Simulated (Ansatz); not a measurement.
## Ti on the Al site (Ti_Al) in fcc Al

These are PBE, PAW (plane waves to 420 eV; Ansatz, an electronic-structure program) values and carry that method's errors. Details: 108-site cell; 4×4×4 shifted k-points; start: the Al site; no Hubbard U; finite-size errors of tenths of an eV; the relaxation kept the symmetry of the starting site.

Neighbours after relaxation, in Å: of the Ti atom: Al 2.83, Al 2.83, Al 2.83, Al 2.83, Al 2.83, Al 2.83, Al 2.83, Al 2.83 (the shell may go on).

Formation energies E_f are those of the neutral cell. Chemical conditions: impurity bounded by its compound with the host (Δμ(Al) = 0.00 eV, Δμ(Ti) = -1.58 eV, bounded by TiAl3 (I4/mmm); only phases computed here count, gases as isolated molecules at 0 K). Reference phases: Al: fcc Al, Ti: hcp Ti.

```json
[
 {"charge": "0", "moment (μB)": "not spin-polarised", "point group": "Oh", "largest move off a lattice site (Å)": "0.03", "E_f, impurity bounded by its compound with the host (eV)": "0.47"}
]
```

Point groups are those of the whole cell at tolerances of 0.03 and 0.1 Å ("near" where only the looser one holds); none is given for unsettled states.

All states together cost about 10 core-minutes (a rough figure).
